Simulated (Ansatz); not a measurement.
Results of PBEsol in Ansatz (plane waves, PAW) for Cu₃Ge (P6₃/mmc, No. 194, 8 atoms in the cell; start mp-1184021).

The input as run:

Ansatz 0.2 input:
```yaml
crystal:
  lattice:
    - [5.2439686737, 0.0, 0.0]
    - [-2.6219843369, 4.5414100881, 0.0]
    - [0.0, 0.0, 4.1888394453]
  atoms:
    - { symbol: Cu, position: [0.329257026, 0.164628513, 0.75] }
    - { symbol: Cu, position: [0.670742974, 0.835371487, 0.25] }
    - { symbol: Cu, position: [0.164628513, 0.329257026, 0.25] }
    - { symbol: Cu, position: [0.835371487, 0.670742974, 0.75] }
    - { symbol: Cu, position: [0.835371487, 0.164628513, 0.75] }
    - { symbol: Cu, position: [0.164628513, 0.835371487, 0.25] }
    - { symbol: Ge, position: [0.6666666667, 0.3333333333, 0.25] }
    - { symbol: Ge, position: [0.3333333333, 0.6666666667, 0.75] }
basis:
  ecutwfc: 520
  ecutrho_ratio: 4
  xc_grid: 2
kpoints:
  mp_grid: { grid: [12, 12, 14] }
hamiltonian:
  xc: pbesol
  dispersion: none
  pseudopotentials: { kind: paw }
scf:
  occupations: { method: fermi_dirac, width: 0.05 }
output:
  forces: true
  stress: true
  eigenvalues: true
relax:
  f_tol: 0.004
  escape_saddle: false
  max_steps: 80
  cell: { stress_tol: 0.02, fix: [volume] }
```

The run printed, among other lines:

```
Relaxation: its limit of steps is 80 (relax.max_steps)
Crystal: 8 atoms, lattice volume = 99.757 Å³
Basis set: ecut = 520 eV, 2691 PW (Γ), exchange–correlation on 80×80×64 points (8 copies of the dense FFT grid, shifted against one another)
Bands: 86, of which v1, the nominal top of the filled ones, is band 71 counted from 1 (70 counted from 0)
Symmetry: 24 space group operations
Space group: P63/mmc (ITA 194), of the structure as read, at distance tolerance 4.6e-5 Å
k-points: 152 of 2016
Functional: x = pbesol(κ = 0.804, μ = 0.12345679012345678), c = pbesol(β = 0.046)
SCF iter   1: F=—  HF=-48039.917352 eV  |F-HF|=—  |Δ(HF+E_count)|=         —  Δρ=1.50e-2  dr2=1.16e-1
SCF iter   2: F=—  HF=-48039.889141 eV  |F-HF|=—  |Δ(HF+E_count)|=   2.82e-2  Δρ=1.19e-3  dr2=9.38e-4
  ...
SCF 1 converged in 8 iterations: F = -48039.887574 eV  dr2 = 1.90e-8
Crystal: 8 atoms, lattice volume = 99.757 Å³
Initial density: handed on by an earlier stage of this run
SCF 2 converged in 6 iterations: F = -48039.887613 eV  dr2 = 9.15e-11
Crystal: 8 atoms, lattice volume = 99.757 Å³
SCF 3 converged in 6 iterations: F = -48039.887643 eV  dr2 = 4.77e-10
Crystal: 8 atoms, lattice volume = 99.757 Å³
SCF iter   8: F=-48039.887643 eV  HF=-48039.887643 eV  |F-HF|=7.28e-12  |Δ(HF+E_count)|=    0.00e0  Δρ=5.28e-9  dr2=1.21e-14
SCF iter   9: F=-48039.887643 eV  HF=-48039.887643 eV  |F-HF|=1.46e-11  |Δ(HF+E_count)|=    0.00e0  Δρ=1.29e-9  dr2=7.11e-16
SCF 4 converged in 9 iterations: F = -48039.887643 eV  dr2 = 7.11e-16
SCF converged after 9 iterations
Free energy (F): -48039.887643 eV
Internal energy: -48039.869287 eV  (E = F + TS)
E sigma→0 (E₀):  -48039.878465 eV
Fermi energy:    16.547625 eV
--- Forces (eV/Å), atoms counted from 1 ---
  atom   1  Cu     0.00036769     0.00021229    -0.00000000
  atom   2  Cu    -0.00036769    -0.00021229     0.00000000
  atom   3  Cu    -0.00000000     0.00042458    -0.00000000
  atom   4  Cu     0.00000000    -0.00042458     0.00000000
  atom   5  Cu    -0.00036769     0.00021229     0.00000000
  atom   6  Cu     0.00036769    -0.00021229    -0.00000000
  atom   7  Ge    -0.00000000     0.00000000     0.00000000
  atom   8  Ge     0.00000000    -0.00000000    -0.00000000
--- Stress (GPa, compression-positive) ---
       -2.788716       0.000000      -0.000000
        0.000000      -2.788716      -0.000000
       -0.000000      -0.000000      -2.796732
  P = ⅓ Tr σ = -2.7914 GPa (-27.914 kbar)
```

The cell is one volume of an energy–volume scan, off the minimum.

The PAW data were made under PBE.

Note: the run has no spin polarisation, so it can have missed a magnetic state. Note: the relaxation could not lower the start's symmetry, so the cell can be a saddle point above a distorted one.

Cost on a shared machine: around 6 core-minutes (rough).

A start named mp-… is a Materials Project structure, which need not be a measured phase.

Ansatz is an electronic-structure program.
